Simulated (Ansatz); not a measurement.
System: GeSiC₂ (model structure, started from the AlGaN2 type, P-4m2, No. 115, 4 atoms in the cell). Method: G0W0@PBEsol in Ansatz (plane waves, hard PAW, contour deformation).

The cell is the one relaxed with PBEsol. Conventional cell: a = 3.1564 Å, b = 3.1564 Å, c = 4.4506 Å, α = 90.00°, β = 90.00°, γ = 90.00°.

One run with a 6×6×4 mesh, response cutoff 100 eV and 185 empty bands, not extrapolated in mesh or basis; no spin–orbit coupling.

Highest filled and lowest empty level by k point (fractions of the reciprocal vectors of the cell (3.156 -0.000 -0.000) (0.000 3.156 0.000) (-0.000 0.000 4.451) Å; eV from the valence maximum of each method):

```json
[
 {"k": "0 0 0", "PBEsol filled": "0.00", "PBEsol empty": "1.75", "QP filled": "0.00", "QP empty": "2.44"},
 {"k": "0 0 0.25", "PBEsol filled": "-0.77", "PBEsol empty": "2.04", "QP filled": "(withheld)", "QP empty": "(withheld)"},
 {"k": "0 0 -0.5", "PBEsol filled": "-1.87", "PBEsol empty": "3.19", "QP filled": "-2.02", "QP empty": "4.11"},
 {"k": "0.167 0.167 -0.5", "PBEsol filled": "-1.11", "PBEsol empty": "5.13", "QP filled": "(withheld)", "QP empty": "(withheld)"},
 {"k": "0.167 0.333 0", "PBEsol filled": "-1.71", "PBEsol empty": "4.22", "QP filled": "-1.84", "QP empty": "5.13"},
 {"k": "0.167 -0.5 0.25", "PBEsol filled": "-1.99", "PBEsol empty": "4.11", "QP filled": "-2.13", "QP empty": "5.09"},
 {"k": "0.333 0.333 0.25", "PBEsol filled": "-2.63", "PBEsol empty": "3.31", "QP filled": "-2.82", "QP empty": "4.20"},
 {"k": "0.333 0.333 -0.5", "PBEsol filled": "-2.19", "PBEsol empty": "4.76", "QP filled": "-2.36", "QP empty": "5.72"}
]
```

### Question
Estimate the withheld levels to about 0.1 eV.

### Answer

- 0 0 0.25, QP filled: -0.83
- 0 0 0.25, QP empty: 2.82
- 0.167 0.167 -0.5, QP filled: -1.20
- 0.167 0.167 -0.5, QP empty: 6.21

Note: filled d or f shells below the valence bands can shift G0W0 gaps through exchange with them, which wasn't tested here; the relaxation could raise the start's symmetry but not lower it, so the cell can be a saddle point.

A model structure was made by putting elements into a prototype or built by hand; it is no filed structure, need not be a known phase, and can be a saddle point held by its symmetry.

Ansatz is a first-principles code.
